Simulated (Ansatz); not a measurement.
Start from ZnS in the zinc blende structure (space group F-43m, No. 216; a = 5.357 Å).

Now apply this change: full substitution S → Se, then cell and atoms are relaxed.

Levels (all Ansatz, a quantum-chemistry and plane-wave program, PAW, earlier PAW set): PBEsol (420 eV, without spin-orbit coupling); r2SCAN (500 eV, without spin-orbit coupling); HSE06 (420 eV, no spin-orbit coupling); PBEsol+SOC (420 eV, with spin-orbit coupling); HSE06+SOC (420 eV, noncollinear with spin-orbit coupling).

One geometry, relaxed with PBEsol, under each level:

Notes on the quantities. hole mass: degenerate bands, along [100].

The valence-band top lists the three highest levels at Γ (Kramers pairs under SOC), from the VBM.

```tsv
level	band gap	lowest conduction level above the VBM at special points	valence-band top at Γ	electron mass	hole mass	pressure
PBEsol	1.23 eV	Γ 1.23 eV; L 2.48 eV; X 2.81 eV; U 3.46 eV	0.00, 0.00, 0.00 eV	0.091 mₑ (at Γ)	0.096, 0.58, 0.58 mₑ (at Γ)	0.00 GPa
r2SCAN	…	…	–	…	…	…
HSE06	2.49 eV	Γ 2.49 eV; L 3.69 eV; X 3.81 eV	–	–	–	–
PBEsol+SOC	1.11 eV	Γ 1.11 eV; L 2.35 eV; X 2.68 eV; U 3.33 eV	0.00, 0.00, -0.39 eV	0.089 mₑ (at Γ)	0.12, 0.56 mₑ (at Γ)	0.00 GPa
HSE06+SOC	2.35 eV	Γ 2.35 eV; L 3.54 eV; X 3.66 eV	0.00, 0.00, -0.43 eV	–	–	–
```

**Question.** Give the withheld r2SCAN results.

**Answer.** 
- r2SCAN, band gap: 1.94 eV
- r2SCAN, lowest conduction level above the VBM at special points: Γ 1.94 eV; L 3.08 eV; X 3.30 eV; U 3.98 eV
- r2SCAN, electron mass: 0.13 mₑ (at Γ)
- r2SCAN, hole mass: 0.14, 0.59, 0.59 mₑ (at Γ)
- r2SCAN, pressure: 1.16 GPa

Single points use the geometry relaxed with PBEsol. Their cutoffs differ, which shifts pressures a little. The spin-orbit shifts are approximate. Masses are band curvatures over ±0.01 Å⁻¹ around the edge. Stability against distortions was not tested.
